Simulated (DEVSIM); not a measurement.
Device: Si p-i-n diode, at 300 K.

| layer (left to right) | material | thickness (μm) | Nd (cm⁻³) | Na (cm⁻³) | τn (s) | τp (s) |
|---|---|---|---|---|---|---|
| 1 | Si | 0.270 | - | 1.4e18 | 0.00066 | 0.00066 |
| 2 | Si | 4.00 | 3.8e11 | - | 0.00066 | 0.00066 |
| 3 | Si | 1.00 | 9.5e18 | - | 0.00066 | 0.00066 |

Left contact: ohmic. Right contact: ohmic. Voltage is applied to the left contact. Recombination: SRH at mid-gap, Auger. Gap narrowing is on: ΔEg = 6.92 meV × (l + √(l² + 0.5)), l = ln(N/1.3e17 cm⁻³), shared equally by both band edges. Mobility is μmin + (μ − μmin)/(1 + (N/Nref)^α).

Constants are typed, rounded textbook-type inputs, not results; the design itself was drawn at random and stands for no fabricated device. Values at 300 K.

| parameter | Si |
|---|---|
| gap (eV) | 1.124 |
| affinity (eV) | 4.05 |
| permittivity | 11.7 |
| Nc (cm⁻³) | 2.86e19 |
| Nv (cm⁻³) | 3.1e19 |
| μn (cm²/Vs) | 1417 |
| μp (cm²/Vs) | 470 |
| μn,min | 52 |
| μp,min | 45 |
| Nref,n | 9.7e16 |
| Nref,p | 2.2e17 |
| αn | 0.68 |
| αp | 0.72 |
| Cn (cm⁶/s) | 2.8e-31 |
| Cp (cm⁶/s) | 9.9e-32 |

Model (solved in DEVSIM): 1D drift-diffusion, Boltzmann statistics, complete ionisation; no tunnelling, impact ionisation, image-force lowering or self-heating.

Tabulate band edges, carrier densities and field at 0.9 V on the left contact.

Energies count from the Fermi level of the right contact; mesh points crowd at the junctions.

```csv
x (μm),Ec (eV),Ev (eV),n (cm⁻³),p (cm⁻³),field (V/cm)
0.000,0.110,-0.980,300,1.4e18,91
0.02993,0.111,-0.980,1.3e16,1.4e18,89
0.09026,0.111,-0.979,3.8e16,1.4e18,86
0.1855,0.112,-0.978,7.7e16,1.5e18,82
0.2547,0.112,-0.978,1.0e17,1.5e18,-320
0.2792,0.100,-1.024,1.8e17,2.6e17,-7500
0.3240,0.096,-1.028,2.1e17,2.1e17,49
0.4877,0.097,-1.027,2.2e17,2.2e17,54
0.8101,0.098,-1.026,2.3e17,2.3e17,52
1.562,0.102,-1.022,2.5e17,2.5e17,48
2.942,0.108,-1.016,2.9e17,2.9e17,41
3.839,0.112,-1.012,3.1e17,3.1e17,38
4.099,0.113,-1.011,3.2e17,3.2e17,37
4.211,0.113,-1.011,3.2e17,3.2e17,36
4.267,0.087,-1.037,8.9e17,1.2e17,-54000
4.295,0.026,-1.038,9.6e18,1.1e17,28
4.360,0.026,-1.038,9.6e18,9.9e16,28
4.504,0.026,-1.038,9.6e18,8.4e16,28
4.925,0.027,-1.037,9.5e18,3.8e16,29
5.131,0.028,-1.036,9.5e18,1.6e16,29
5.223,0.028,-1.036,9.5e18,5.3e15,29
5.270,0.028,-1.036,9.5e18,120,29
```
